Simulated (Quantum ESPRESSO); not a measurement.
Input and output of a self-consistent single point for Mg2Zn (Cmcm, 6 atoms in the cell) (Quantum ESPRESSO).

Method: PBEsol, GBRV 1.5 ultrasoft (PBESOL) pseudopotentials (plane waves; Quantum ESPRESSO).

The change in words: lattice scaled by 0.98. Reference geometry:
```
CELL_PARAMETERS angstrom
      4.75342    -2.51125     0.00000
      4.75342     2.51125     0.00000
      0.00000     0.00000     4.73874
ATOMIC_POSITIONS crystal
  Mg 0.35113 0.95921 0.75000
  Mg 0.64887 0.04079 0.25000
  Mg 0.95921 0.35113 0.25000
  Mg 0.04079 0.64887 0.75000
  Zn 0.67546 0.32454 0.75000
  Zn 0.32454 0.67546 0.25000
```

Reference input (self-consistent single point, DFT, PBEsol, plane waves, GBRV 1.5 ultrasoft (PBESOL) pseudopotentials): ecutwfc = 50 Ry; ecutrho = 250 Ry; occupations = smearing; smearing = gaussian; degauss = 0.019992 Ry; potentials = {Mg: mg_pbesol_v1.4.uspp.F.UPF, Zn: zn_pbesol_v1.uspp.F.UPF}; K_POINTS = automatic 5 5 5 0 0 0; conv_thr = 1e-10 Ry. This run's input differs from it in these lines:

```diff
@@ -33,5 +33,5 @@
 CELL_PARAMETERS {bohr}
-   8.982661955    -4.745584179     0.000000000
-   8.982661955     4.745584179     0.000000000
-   0.000000000     0.000000000     8.954920776
+   8.803009472    -4.650672684     0.000000000
+   8.803009472     4.650672684     0.000000000
+   0.000000000     0.000000000     8.775821982
```

The program printed (abridged):

```
     Self-consistent Calculation

     iteration #  1     ecut=    50.00 Ry     beta= 0.70

     total energy              =   -1418.80676066 Ry
     estimated scf accuracy    <       5.90325148 Ry

     iteration #  2     ecut=    50.00 Ry     beta= 0.70

     total energy              =   -1421.75260671 Ry
     estimated scf accuracy    <      12.50859850 Ry

     iteration #  3     ecut=    50.00 Ry     beta= 0.70

     total energy              =   -1422.88923422 Ry
     estimated scf accuracy    <       0.84403263 Ry

   [... 6 blocks of this kind left out ...]

     iteration # 10     ecut=    50.00 Ry     beta= 0.70

     total energy              =   -1422.95951821 Ry
     estimated scf accuracy    <          7.7E-09 Ry

     iteration # 11     ecut=    50.00 Ry     beta= 0.70
     End of self-consistent calculation

     the Fermi energy is     8.8110 ev

!    total energy              =   -1422.95951821 Ry
     estimated scf accuracy    <          9.5E-11 Ry
     smearing contrib. (-TS)   =      -0.00637214 Ry
     internal energy E=F+TS    =   -1422.95314607 Ry

     convergence has been achieved in  11 iterations

     Forces acting on atoms (cartesian axes, Ry/au):

     atom    1 type  1   force =    -0.00008788    0.00044753    0.00000000
     atom    2 type  1   force =     0.00008788   -0.00044753   -0.00000000
     atom    3 type  1   force =    -0.00008788   -0.00044753    0.00000000
     atom    4 type  1   force =     0.00008788    0.00044753    0.00000000
     atom    5 type  2   force =     0.00000000   -0.00063030    0.00000000
     atom    6 type  2   force =     0.00000000    0.00063030    0.00000000

     Total force =     0.001275     Total SCF correction =     0.000082

          total   stress  (Ry/bohr**3)                   (kbar)     P=       30.40
   0.00019300   0.00000000   0.00000000           28.39        0.00        0.00
   0.00000000   0.00015416   0.00000000            0.00       22.68        0.00
   0.00000000   0.00000000   0.00027284            0.00        0.00       40.14

   JOB DONE.
```

The run converged in 11 iterations. Against the reference run the free energy goes up by 11.3 meV/atom, the pressure goes from -0.18 to 3.04 GPa and the largest force goes from 0.035 to 0.016 eV/Å.

The starting cell comes from a database of computed structures (which also holds hypothetical and non-ambient phases and stackings), without a prior relaxation at this level. For this run, on top of that: lattice scaled by 0.98. With a pressure of about 3 GPa the cell is away from its equilibrium volume at this level.

Cost on one core of a shared machine: roughly 70 s.
